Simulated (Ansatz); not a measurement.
Sc: pressure 5 GPa

Base system: Sc (space group P6_222, No. 180; a = 3.197 Å, c = 8.034 Å; a cell from a computed database, its experimental status unchecked).

It is then changed as follows: a hydrostatic pressure of 5 GPa.

Level of theory: PBEsol (Ansatz, a first-principles code), spin-orbit coupling left out. k-mesh 17×17×6 (Γ-centred); smearing 0.05 eV (Fermi–Dirac).

| quantity | base | changed | shift |
|---|---|---|---|
| density | 3.15 g/cm³ | 3.43 g/cm³ | +0.28 g/cm³ |
| lattice parameter a | 3.197 Å | 3.116 Å | -0.081 Å |
| c/a ratio | 2.513 | 2.494 | -0.019 |
| shortest interatomic distance | 3.119 Å | 3.023 Å | -0.0954 Å |
| enthalpy H = E + PV relative to the base's energy | – | +0.71 eV/atom | – |
| band gap | zero | zero | – |

Load acts through the strain it causes; cell and atoms are relaxed under it. Stability against distortions was not tested. No other phases were tried under pressure. The base started in P6_122 and relaxed to P6_222 at this level. The final runs are not spin-polarised. Sc has a high density of states at the Fermi level and may be magnetic at this level. This is not the structure that Sc has at room temperature and ambient pressure.
